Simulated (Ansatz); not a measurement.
## SnO2: energy against strain

SnO2 (rutile, P4_2/mnm, 11.858 Å³/atom at rest, c along z) under a strain ε along a (axis x), the other axes held. LDA in Ansatz, a plane-wave DFT program (PAW, default set), 420 eV, 7×7×10 Γ-centred mesh, Fermi-Dirac smearing 0.05 eV; ions are relaxed within the symmetry of each cell.

Here s stands for strain and y for E less E0.

```csv
strain (%),E less E0 (meV/atom)
-3.00,?
-1.20,1.32
-0.60,0.33
0.00,0.00
0.60,0.33
1.20,1.30
```

Fit y against s with a parabola, and predict the withheld value at s = -3.00.

Least squares gives y = 0.002 - 0.0067·s + 0.9087·s². Residuals (row less fit): 0.001, -0.003, -0.002, 0.005, -0.002; standard error 0.005 (degrees of freedom: 2). Twice the quadratic coefficient over the volume, 2 × 0.9087 meV × 10⁴ × 0.1602 / 11.858 Å³, is the elastic constant C11 = 246 ± 1.0 GPa. At the withheld row, y = 0.002 - 0.0067 × (-3.0) + 0.9087 × (-3.0)² = 8.200 meV/atom. The calculation gives 8.45 meV/atom, 0.250 meV/atom above the prediction (3.0 % of the range of y in the table). The row lies outside the fitted rows, so this is an extrapolation. The fitted rows scatter only by rounding.

One order more, fitted to all 11 runs of the series, follows each within 0.02, so the miss is the next term of a smooth law. Rows are the converged runs of the series near zero and its far end; series whose fitted rows scatter by over a few per cent of the range, as at a crossing or softening among them, aren't shown in this form. Most that stay on the fit to the last digits aren't either.
